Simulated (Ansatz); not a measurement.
These are PBE (plane waves to 420 eV, PAW; Ansatz, a program for electronic structure) values and carry that method's errors.

Plane-averaged electrostatic potential energy along the normal, in eV from the Fermi level, for the (111)B surface of zinc-blende GaSb (in the relaxation like top atoms buckled by 1.0 Å), Sb-terminated, ideal Sb-terminated 1x1 (bottom of the slab: 3 H on 4 bottom sites):

(z (Å), V (eV)): (3.83, 5.02); (4.13, 5.02); (4.42, 5.02); (4.72, 5.02); (5.01, 5.02); (5.31, 5.02); (5.60, 5.02); (5.90, 5.02); (6.19, 5.01); (6.49, 5.00); (6.78, 4.97); (7.08, 4.91); (7.38, 4.76); (7.67, 4.40); (7.96, 3.55); (8.26, 3.45); (8.55, 3.34); (8.85, 1.91); (9.14, -0.09); (9.44, -2.06); (9.73, -4.44); (10.03, -6.39); (10.32, -6.69); (10.62, -5.73); (10.91, -4.38); (11.21, -2.20); (11.50, 0.49); (11.80, 2.38); (12.09, 2.75); (12.39, 1.84); (12.68, -0.31); (12.98, -2.38); (13.27, -4.50); (13.57, -6.44); (13.86, -6.83); (14.16, -5.63); (14.46, -4.16); (14.75, -2.33); (15.04, 0.20); (15.34, 2.29); (15.63, 2.87); (15.93, 2.21); (16.22, 0.22); (16.52, -1.85); (16.81, -3.80); (17.11, -5.87); (17.40, -6.69); (17.70, -5.78); (17.99, -4.38); (18.29, -2.76); (18.58, -0.38); (18.88, 2.03); (19.18, 3.01); (19.47, 2.68); (19.77, 0.85); (20.06, -1.66); (20.36, -3.41); (20.65, -4.67); (20.95, -5.64); (21.24, -5.22); (21.54, -3.60); (21.83, -2.20); (22.12, -0.73); (22.42, 1.23); (22.71, 3.21); (23.01, 4.28); (23.30, 4.77); (23.60, 5.01); (23.89, 5.12); (24.19, 5.17); (24.48, 5.19); (24.78, 5.20); (25.07, 5.21); (25.37, 5.21); (25.66, 5.21); (25.96, 5.21)

Set-up: 35 atoms, 13.2 Å thick at the start with caps and adatoms (thin: gaps and levels are the slab's own); mesh 3x3x1; 0.025 eV smearing; dipole correction on; 8 atoms held, the rest relaxed; start symmetry kept, larger cells not searched; spin-polarised, no spin-orbit, no U. The slab shows no gap over 0.04 eV on its mesh. The starting moment vanished. It is one candidate, not shown to be the stable structure of the face.

The vacuum level lies 5.21 eV above the Fermi level over the top face and 5.02 eV above it under the bottom face.
